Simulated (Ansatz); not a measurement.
This Ansatz (a first-principles code) input is the reference run, PtGe (space group Pnma, No. 62), computed with r2SCAN, PAW, 500 eV (Ansatz; no spin-orbit coupling), earlier PAW set:

Ansatz 0.2 input:
```yaml
crystal:
  lattice:
    - [5.7716261334, 0, 0]
    - [0, 3.7129227059, 0]
    - [0, 0, 6.1280615596]
  atoms:
    - { symbol: Pt, position: [0.996469019, 0.25, 0.193296701] }
    - { symbol: Pt, position: [0.496469019, 0.25, 0.306703299] }
    - { symbol: Pt, position: [0.003530981, 0.75, 0.806703299] }
    - { symbol: Pt, position: [0.503530981, 0.75, 0.693296701] }
    - { symbol: Ge, position: [0.1867358568, 0.25, 0.587146103] }
    - { symbol: Ge, position: [0.6867358568, 0.25, 0.912853897] }
    - { symbol: Ge, position: [0.8132641432, 0.75, 0.412853897] }
    - { symbol: Ge, position: [0.3132641432, 0.75, 0.087146103] }
basis: { ecutwfc: 500, ecutrho_ratio: 4, xc_grid: 4, fft_grid_basis: typed }
kpoints: { mp_grid: { grid: [8, 13, 8] } }
hamiltonian:
  xc: r2scan
  dispersion: none
  pseudopotentials: { azcp: { folder: ./paw }, kind: paw }
scf: { occupations: { method: fermi_dirac, width: 0.05 }, convergence: { dr2_threshold: 0.0000000008 } }
output: { forces: true, stress: true }
checkpoint: { write: state.ck, write_every: 1000 }
```

Write the input for this change: uniaxial strain ε_yy = +4.95 %, all other strain components held at zero, atoms relaxed at fixed cell.


Ansatz 0.2 input:
```yaml
crystal:
  lattice:
    - [5.7716261334, 0, 0]
    - [0, 3.8967123798, 0]
    - [0, 0, 6.1280615596]
  atoms:
    - { symbol: Pt, position: [0.996469019, 0.25, 0.193296701] }
    - { symbol: Pt, position: [0.496469019, 0.25, 0.306703299] }
    - { symbol: Pt, position: [0.003530981, 0.75, 0.806703299] }
    - { symbol: Pt, position: [0.503530981, 0.75, 0.693296701] }
    - { symbol: Ge, position: [0.1867358568, 0.25, 0.587146103] }
    - { symbol: Ge, position: [0.6867358568, 0.25, 0.912853897] }
    - { symbol: Ge, position: [0.8132641432, 0.75, 0.412853897] }
    - { symbol: Ge, position: [0.3132641432, 0.75, 0.087146103] }
basis: { ecutwfc: 500, ecutrho_ratio: 4, xc_grid: 4, fft_grid_basis: typed }
kpoints: { mp_grid: { grid: [8, 13, 8] } }
hamiltonian:
  xc: r2scan
  dispersion: none
  pseudopotentials: { azcp: { folder: ./paw }, kind: paw }
scf: { occupations: { method: fermi_dirac, width: 0.05 }, convergence: { dr2_threshold: 0.0000000008 } }
relax: { f_tol: 0.005, max_steps: 50 }
output: { forces: true, stress: true }
checkpoint: { write: state.ck, write_every: 1000 }
```
This is the input that was run.

No phonon test of stability was made. The final runs are not spin-polarised.
